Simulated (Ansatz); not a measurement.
# MnP-type NiSi (1 0 0) on silicon (1 1 1) (film strained to the substrate, faces as cut)

A periodic stack without vacuum, MnP-type NiSi (1 0 0) on silicon (1 1 1) (film strained to the substrate, faces as cut): substrate slab Si30, film Ni16Si12, surface cells [[1, -2], [1, 1]] and [[-1, 1], [-1, -1]], film strained by -0.4 and +3.3 %, faces Si/Si and Ni/Ni as cut (like faces can put a slab off its formula).

The start was prepared with a machine-learned potential, and the result is one local minimum, with the in-plane cell held and forces under 0.04 eV/Å; the film can end far from its bulk form.

The numbers are results of PBE (plane waves to 420 eV, PAW; Ansatz, a first-principles code), not measurements. No spin–orbit coupling; the runs are not spin-polarised; PBE gaps are too small against experiment. Its k-point mesh 5×5×1, Fermi–Dirac width 0.05 eV.

```
Quantity                                                                                    Value
--------------------------------------------------------------------------------  ---------------
interface area                                                                            38.9 Å²
period                                                                                    24.38 Å
gaps between the outermost planes at the two interfaces                           1.25 and 1.39 Å
Ni–Si contacts across the interfaces within 1.22 times the sum of covalent radii  20, mean 2.48 Å
Si–Si contacts across the interfaces within 1.22 times the sum of covalent radii   1, mean 2.44 Å
hole barrier (PBE)                                                                        0.20 eV
electron barrier (PBE)                                                                    0.41 eV
```

```
CELL_PARAMETERS angstrom
      6.69929     0.00010    -0.08242
     -3.34930     5.80115     0.17697
     -0.06232    -1.47217    24.35201
ATOMIC_POSITIONS crystal
  Si 0.01894 0.98356 0.06353
  Si 0.68699 0.33071 0.06039
  Si 0.34931 0.65242 0.06313
  Si 0.01945 0.64599 0.02304
  Si 0.68166 0.98565 0.03635
  Si 0.34197 0.31407 0.02815
  Si 0.03513 0.33881 0.19056
  Si 0.70495 0.67821 0.19255
  Si 0.37955 0.01252 0.19250
  Si 0.04106 0.00128 0.16065
  Si 0.70235 0.34501 0.15844
  Si 0.36358 0.66835 0.16048
  Si 0.05736 0.69383 0.32046
  Si 0.72581 0.03189 0.32230
  Si 0.38616 0.36263 0.32111
  Si 0.04967 0.35505 0.28754
  Si 0.71850 0.69225 0.28992
  Si 0.38855 0.02601 0.28977
  Si 0.07405 0.04070 0.45103
  Si 0.73318 0.38549 0.44910
  Si 0.41529 0.72434 0.45109
  Si 0.07172 0.70792 0.41774
  Si 0.74213 0.04950 0.41932
  Si 0.39597 0.37780 0.41840
  Si 0.08351 0.38957 0.56886
  Si 0.75256 0.73413 0.59167
  Si 0.42040 0.07473 0.58429
  Si 0.07575 0.04166 0.54866
  Si 0.74465 0.39690 0.54602
  Si 0.42297 0.73292 0.54882
  Ni 0.64502 0.88598 0.74699
  Ni 0.15342 0.40213 0.75377
  Ni 0.55734 0.89959 0.64415
  Ni 0.09522 0.45096 0.65706
  Ni 0.68419 0.40452 0.64293
  Ni 0.10662 0.86085 0.64680
  Ni 0.58378 0.43784 0.75323
  Ni 0.10095 0.96973 0.75180
  Si 0.44645 0.08360 0.70446
  Si 0.94881 0.59438 0.71692
  Si 0.94355 0.08211 0.67917
  Si 0.45210 0.54609 0.67982
  Ni 0.66907 0.91560 0.94783
  Ni 0.19763 0.44845 0.95769
  Ni 0.60455 0.96557 0.85080
  Ni 0.10719 0.47314 0.85471
  Ni 0.66273 0.40455 0.85771
  Ni 0.16466 0.91425 0.85882
  Ni 0.62232 0.48011 0.96054
  Ni 0.09712 0.97913 0.96617
  Si 0.47408 0.10227 0.92852
  Si 0.97939 0.61729 0.92321
  Si 0.29229 0.26825 0.82048
  Si 0.79621 0.76809 0.81615
  Si 0.98027 0.12262 0.89690
  Si 0.47611 0.60106 0.89276
  Si 0.78861 0.25647 0.78786
  Si 0.29241 0.77339 0.78798
```
